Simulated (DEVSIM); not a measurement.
Structure: illuminated Si p-on-n cell, one wavelength, at 350 K.

Layer 1 from the left is Si, thickness (μm) 0.610, Na (cm⁻³) 6.2e17, τn (s) 2.7e-5, τp (s) 6.5e-6, absorption coefficient (cm⁻¹) 730. Layer 2 from the left is Si, thickness (μm) 91.0, Nd (cm⁻³) 1.8e16, τn (s) 5.9e-5, τp (s) 5.9e-5, absorption coefficient (cm⁻¹) 730.

Left contact: ohmic, minority electron recombination velocity 9000 cm/s. Right contact: ohmic, minority hole recombination velocity 4e5 cm/s. Voltage is applied to the left contact. Recombination: SRH at mid-gap, radiative, Auger. Light enters at the left, 2.4e15 photons cm⁻² s⁻¹, one pass, no reflection. Mobility is μmin + (μ − μmin)/(1 + (N/Nref)^α).

This is a model device: material constants are rounded textbook-type values typed into the input, and sizes, dopings and lifetimes were drawn at random. Values at 300 K; Nc and Nv go as T^1.5, mobilities as T to minus their exponent, the gap by Varshni's rule with the affinity fixed.

Si: gap (eV) 1.124, affinity (eV) 4.05, permittivity 11.7, Nc (cm⁻³) 2.86e19, Nv (cm⁻³) 3.1e19, μn (cm²/Vs) 1417, μp (cm²/Vs) 470, μn,min 52, μp,min 45, Nref,n 9.7e16, Nref,p 2.2e17, αn 0.68, αp 0.72, T exponent of μn 2.3, T exponent of μp 2.2, B (cm³/s) 4.7e-15, Cn (cm⁶/s) 2.8e-31, Cp (cm⁶/s) 9.9e-32, Varshni α (eV/K) 0.000473, Varshni β (K) 636.

Model (solved in DEVSIM): 1D drift-diffusion, Boltzmann statistics, complete ionisation; no tunnelling, impact ionisation, image-force lowering or self-heating.

### Question
What does the simulation give for the potential step across the device at zero bias, the share of generated pairs collected at short circuit, the dark forward voltage at 1 A/cm²?

### Answer
potential step across the device at zero bias 0.756 V; share of generated pairs collected at short circuit 0.854; dark forward voltage at 1 A/cm² 0.615 V.
